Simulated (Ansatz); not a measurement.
Start from GaP in the zinc blende structure (space group F-43m, No. 216; a = 5.391 Å). Axes: x, y, z lie along the cube axes.

All numbers come from LDA (Ansatz, a program for electronic structure), no spin-orbit coupling.

Strains are applied to the cell and any free atomic positions relax; under biaxial strain the out-of-plane vector relaxes too.

One change was made to it. Results:

The band gap falls by 0.397 eV to 0.99 eV; the volume per atom rises by 0.52 Å³ (19.59 Å³ → 20.11 Å³).

Q: Which change produced these results?
A. biaxial strain +0.50 %, plane normal [001], relaxed out of plane
B. biaxial strain +2.00 %, plane normal [001], relaxed out of plane
C. biaxial strain +2.50 %, plane normal [001], relaxed out of plane
D. biaxial strain −0.50 %, plane normal [001], relaxed out of plane

A: C, biaxial strain +2.50 %, plane normal [001], relaxed out of plane. For comparison, the band gap in the other runs: biaxial strain −0.50 %, plane normal [001], relaxed out of plane gives 1.33 eV; biaxial strain +0.50 %, plane normal [001], relaxed out of plane gives 1.30 eV; biaxial strain +2.00 %, plane normal [001], relaxed out of plane gives 1.07 eV.

No phonon test of stability was made.
